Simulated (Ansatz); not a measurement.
Functionals compared on H on the 1x1 (111) surface of fcc Cu, one in a 2x2 cell, started at the site 'hollow Cu-Cu-Cu over Cu at depth 4.1 Å', in Ansatz (plane waves, PAW). The structure was relaxed with PBE; the other rows are single points on it, each with its references at the same level. Cutoff 420 eV (500 eV for r2SCAN).

Set-up: 17 atoms, 6.2 Å thick at the start under the adsorbate (thin: gaps and levels are the slab's own); mesh 6x6x1; 0.1 eV smearing; dipole correction on; 8 atoms held, the rest relaxed; symmetry of the start imposed; no spin, no spin-orbit, no U, no dispersion correction. At the end it is bonded to 3 Cu. In PBE it is, or lies within 0.03 eV of, the lowest of the starts that converged. These notes are the PBE run's. Adsorption energies are against ½ H2(g). A negative adsorption energy means that the adsorbate is more stable on the surface than in its reference.

| functional | adsorption energy (eV) | work function of the top face (eV) | change of the work function (eV) | rough cost of the single point |
|---|---|---|---|---|
| PBE | -0.14 | 4.75 | -0.02 | – |
| RPBE | (withheld) | (withheld) | (withheld) | very roughly 90 core-seconds |
| r2SCAN | -0.23 | 4.78 | -0.02 | about 2.7 core-minutes (a rough figure) |

Q: Fill in the missing entries.

A: 
- RPBE, adsorption energy (eV): 0.01
- RPBE, work function of the top face (eV): 4.59
- RPBE, change of the work function (eV): -0.01

Ansatz is a quantum-chemistry and plane-wave program.
